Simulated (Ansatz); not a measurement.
The starting structures come from a database of crystals and need not be the phases stable at ambient conditions.

 Where the default PAW files enter, the runs use the earlier of Ansatz's two default sets.

Tunnelling through a barrier is set by its complex band structure: the current falls as exp(−2κd) with the smallest κ.

Input:

```yaml
crystal:
  lattice:
    - [6.60235, 0.00000, 0.00000]
    - [2.11598, 6.25409, 0.00000]
    - [2.24319, -3.12705, 3.84841]
  atoms:
    - { symbol: Zn, position: [0.25000, 0.25000, 0.50000] }
    - { symbol: Zn, position: [0.00000, 0.00000, 0.00000] }
    - { symbol: Ge, position: [0.75000, 0.75000, 0.50000] }
    - { symbol: Ge, position: [0.50000, 0.50000, 0.00000] }
    - { symbol: P, position: [0.87044, 0.37956, 0.00456] }
    - { symbol: P, position: [0.62500, 0.12500, 0.50456] }
    - { symbol: P, position: [0.37956, 0.87044, 0.99544] }
    - { symbol: P, position: [0.12500, 0.62500, 0.49544] }
```

Space group of this cell: I-42d, chalcopyrite. The cell is taken as given; by PBEsol its mean pressure is -0.6 GPa.

Transport runs along the normal of the first two printed cell vectors, the (110) plane of the conventional cell.

The gap is the functional's own. No spin-orbit coupling. Mid-gap values are interpolated on the energy grid.

Estimate the band gap and the smallest decay constant κ at mid-gap that PBEsol run with Ansatz (an electronic-structure program) returns for this system.

Gap 1.18 eV on a 8×8×8 mesh; κ = 0.090 1/Å, at the zone centre.
